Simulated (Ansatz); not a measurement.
Cost and result by functional for the adsorption energy of N on the 1x1 (111) surface of fcc Al, one in a 2x2 cell, started at the site 'hollow Al-Al-Al over Al at depth 4.6 Å', in Ansatz (plane waves, PAW). Single points on the PBE structure, on one kind of machine; costs are rough ratios of the slab run's core time (references not counted) to the cheapest single point. r2SCAN's cost holds its higher cutoff (500 against 420 eV). Differences are taken against r2SCAN for comparison alone: no measured value is at hand, so the table doesn't rank accuracy.

Slab: 17 atoms, 7.0 Å thick at the start under the adsorbate (thin: gaps and levels are the slab's own); k 6x6x1, smearing 0.1 eV, dipole-corrected; 8 atoms held, the rest relaxed; held to the start's symmetry, so lower structures may exist; spin-polarised, no spin-orbit, no U, no dispersion correction. The starting moment vanished. At the end it is bonded to 3 Al. In PBE it is, or lies within 0.03 eV of, the lowest of the starts that converged. These notes are the PBE run's. r2SCAN: The program's check for a lower electronic state was not made. Adsorption energies are against ½ N2(g). A negative adsorption energy means that the adsorbate is more stable on the surface than in its reference.

| functional | relative cost | adsorption energy (eV) | less r2SCAN (eV) |
|---|---|---|---|
| RPBE | 1 | -1.00 | 0.55 |
| r2SCAN | 3 | -1.55 | 0.00 |
| PBE (the relaxed run's value) | – | -1.25 | 0.30 |

The values span 0.55 eV, while the single points' costs differ by a factor of roughly 3. Differences are of unrounded values.

Ansatz is a program for electronic structure.
